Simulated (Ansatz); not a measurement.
An Ansatz (a quantum-chemistry and plane-wave program) input for (MgSe)7/(KF)7 rock salt (110) superlattice on MgSe:

Ansatz 0.2 input:
```yaml
crystal:
  lattice:
    - [3.894534953, 0.0, 0.0]
    - [0.0, 5.507402608, 0.0]
    - [0.0, 0.0, 27.161021433]
  atoms:
    - { symbol: Mg, position: [0.0, 0.0, 0.003835211] }
    - { symbol: Se, position: [0.0, 0.5, 0.00580395] }
    - { symbol: Mg, position: [0.5, 0.5, 0.073005625] }
    - { symbol: Se, position: [0.5, 0.0, 0.072705035] }
    - { symbol: Mg, position: [0.0, 0.0, 0.145930423] }
    - { symbol: Se, position: [0.0, 0.5, 0.146102313] }
    - { symbol: Mg, position: [0.5, 0.5, 0.2173027] }
    - { symbol: Se, position: [0.5, 0.0, 0.2173027] }
    - { symbol: Mg, position: [0.0, 0.0, 0.288674977] }
    - { symbol: Se, position: [0.0, 0.5, 0.288503087] }
    - { symbol: Mg, position: [0.5, 0.5, 0.361599775] }
    - { symbol: Se, position: [0.5, 0.0, 0.361900365] }
    - { symbol: Mg, position: [0.0, 0.0, 0.430770189] }
    - { symbol: Se, position: [0.0, 0.5, 0.42880145] }
    - { symbol: K, position: [0.5, 0.5, 0.515361604] }
    - { symbol: F, position: [0.5, 0.0, 0.496123403] }
    - { symbol: K, position: [0.0, 0.0, 0.573903044] }
    - { symbol: F, position: [0.0, 0.5, 0.582674863] }
    - { symbol: K, position: [0.5, 0.5, 0.649144558] }
    - { symbol: F, position: [0.5, 0.0, 0.645255256] }
    - { symbol: K, position: [0.0, 0.0, 0.7173027] }
    - { symbol: F, position: [0.0, 0.5, 0.7173027] }
    - { symbol: K, position: [0.5, 0.5, 0.785460842] }
    - { symbol: F, position: [0.5, 0.0, 0.789350144] }
    - { symbol: K, position: [0.0, 0.0, 0.860702356] }
    - { symbol: F, position: [0.0, 0.5, 0.851930537] }
    - { symbol: K, position: [0.5, 0.5, 0.919243796] }
    - { symbol: F, position: [0.5, 0.0, 0.938481997] }
basis:
  ecutwfc: 500
  ecutrho_ratio: 4
  xc_grid: 4
kpoints:
  mp_grid: { grid: [6, 5, 1] }
hamiltonian:
  xc: r2scan
  dispersion: none
  pseudopotentials: { kind: paw }
scf:
  n_extra_bands: 21
  occupations: { method: fermi_dirac, width: 0.01 }
  convergence: { dr2_threshold: 0.000000001 }
output:
  eigenstates:
    kpoints:
      - [0, 0, 0]
      - [0, 0, 0.5]
      - [0.5, 0.5, 0]
      - [0.5, 0, 0]
      - [0, 0.5, 0]
    e_range: [-4, 6]
    localisation: true
  eigenvalues: true
```

All values below come from r2SCAN (plane waves to 500 eV, PAW; Ansatz). Scalar-relativistic, without spin–orbit coupling. Its k-point mesh 6×5×1, Fermi–Dirac width 0.01 eV.

Problem. What does the end of the output print (band table and long remarks left out, numbers rounded to eight decimals)?

Solution. 
```
SCF converged after 12 iterations
Free energy (F): -68337.040796 eV
Harris-Foulkes:  -68337.040796 eV  (|F-HF|=0.00e0)
Internal energy: -68337.040796 eV  (E = F + TS)
E sigma→0 (E₀):  -68337.040796 eV
Fermi energy:    6.955152 eV
--- Per-component energies (eV) ---
  E_band       = -6300.160885
  E_kinetic    = 4612.433755
  E_local      = -57978.070589  (includes V_loc(G=0)·N_el)
  E_nonlocal   = -2909.170103
  E_hartree    = 26227.100828
  E_xc         = -2387.770139
  E_vxc        = -3158.978684  (∫ρ·V_xc dr)
  E_paw        = -22483.127477  (= ΣΔE_a)
  E_vpaw       = 484.691414  (= ΣTr[D̂ρ^β])
  E_aug_tail   = 0.005833  (compensation charges beyond the density's cutoff)
  E_vtau       = 194.725519  (kinetic-family band-sum trace: ∫τ·v_τ [+ j·A + Jᵃ·Aᵃ] dr)
  E_ewald      = -13404.313018
  E_core_change = -14.129885  (= ΣΔE_core)
  E_smearing   = 0.000000  (= −TS)
  E_closure    = 0.000000  (closes the sum)
  Σ components = -68337.040796   (vs F -68337.040796, Δ=0.00e0)
```

Cost: around 4 core-minutes (rough).
